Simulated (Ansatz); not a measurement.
Base system: TiO₂ in the anatase structure (space group I4_1/amd, No. 141).

```
CELL_PARAMETERS angstrom
     -1.88487     1.88487     4.77774
      1.88487    -1.88487     4.77774
      1.88487     1.88487    -4.77774
ATOMIC_POSITIONS crystal
  Ti 0.50000 0.50000 0.00000
  Ti 0.25000 0.75000 0.50000
  O  0.29253 0.29253 0.00000
  O  0.04253 0.54253 0.50000
  O  0.45747 0.95747 0.50000
  O  0.70747 0.70747 0.00000
```

Cartesian axes are those of the cell as printed.

All numbers come from Ansatz (a program for electronic structure), PBEsol, PAW, cutoff 420 eV, no spin-orbit coupling, earlier PAW set.

Strains are applied to the cell and any free atomic positions relax; under biaxial strain the out-of-plane vector relaxes too.

One change was made to it. Results:

```json
[
 {"quantity": "band gap", "base": "2.11 eV", "after": "2.13 eV"},
 {"quantity": "smallest direct gap", "base": "2.44 eV", "after": "2.46 eV"}
]
```

### Question
Which of these changes matches the shifts?
(A) isotropic strain −5.69 %
(B) tensor shear ε_xz = +3.65 %
(C) biaxial strain −3.66 %, plane normal [001], relaxed out of plane
(D) uniaxial strain ε_zz = +5.33 %

### Answer
B, tensor shear ε_xz = +3.65 %. For comparison, the band gap in the other runs: uniaxial strain ε_zz = +5.33 % gives 2.24 eV; isotropic strain −5.69 % gives 2.24 eV; biaxial strain −3.66 %, plane normal [001], relaxed out of plane gives 2.51 eV.

Whether these cells are dynamically stable was not tested. The final runs are not spin-polarised.
